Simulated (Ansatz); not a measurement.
Start from AlN in the wurtzite structure (space group P6_3mc, No. 186; a = 3.089 Å, c = 4.943 Å). Axes: x lies along a and z along c of the hexagonal cell.

All numbers come from LDA, PAW, 420 eV (Ansatz, an electronic-structure program; spin-orbit coupling left out).

Base values:

```
Quantity                              Result
---------------------  ---------------------
Band gap                             4.42 eV
Valence-band top at Γ  0.00, -0.23, -0.23 eV
Electron mass                 0.32 mₑ (at Γ)
```

The change: compressive biaxial strain of 2.40 % in the plane normal to [001], as in epitaxy on a mismatched substrate; the out-of-plane cell vector and the atoms relax.

Task: What does the calculation give for the band gap after the change?

Result: The band gap increases by 0.368 eV (4.42 eV → 4.78 eV).

Task: Predict the new valence-band top at Γ.

Result: The valence-band top at Γ (three highest levels, from the VBM) goes from 0.00, -0.23, -0.23 eV to 0.00, 0.00, -0.13 eV.

Task: How does this affect the electron mass?

Result: The electron mass goes from 0.32 mₑ (at Γ) to 0.30 mₑ out of plane, 0.35 mₑ in plane (at Γ).

Effective masses come from finite differences of ±0.01 Å⁻¹. Whether these cells are dynamically stable was not tested.
